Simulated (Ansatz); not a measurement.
Consider BeSe in the zinc blende structure (space group F-43m, No. 216).

```yaml
crystal:
  lattice:
    - [0.00000, 2.56445, 2.56445]
    - [2.56445, 0.00000, 2.56445]
    - [2.56445, 2.56445, 0.00000]
  atoms:
    - { symbol: Be, position: [0.00000, 0.00000, 0.00000] }
    - { symbol: Se, position: [0.25000, 0.25000, 0.25000] }
```

Cartesian axes are those of the cell as printed.

Method: Ansatz (a program for electronic structure), PBEsol, PAW, cutoff 420 eV, no SOC.

Before the change:

| Property | Result |
|---|---|
| Pressure | 0.00 GPa |
| Valence-band top at Γ | 0.00, 0.00, 0.00 eV |

Perturbation: tensile biaxial strain of 1.00 % in the plane normal to [001], as in epitaxy on a mismatched substrate; the out-of-plane cell vector and the atoms relax.

Q: How does this affect the hole mass, out-of-plane strain, pressure and valence-band top at Γ?

A: The hole mass amounts to 0.23 mₑ out of plane, 0.46 mₑ in plane (at Γ); the out-of-plane strain comes out as -0.83 %; the pressure (mean of the normal stresses, compression positive) goes from zero to -0.91 GPa; the valence-band top at Γ (three highest levels, from the VBM) becomes 0.00, -0.09, -0.09 eV (base: 0.00, 0.00, 0.00 eV).

The levels and masses belong to the bands next to the band gap. Masses are band curvatures over ±0.01 Å⁻¹ around the edge. Whether these cells are dynamically stable was not tested.
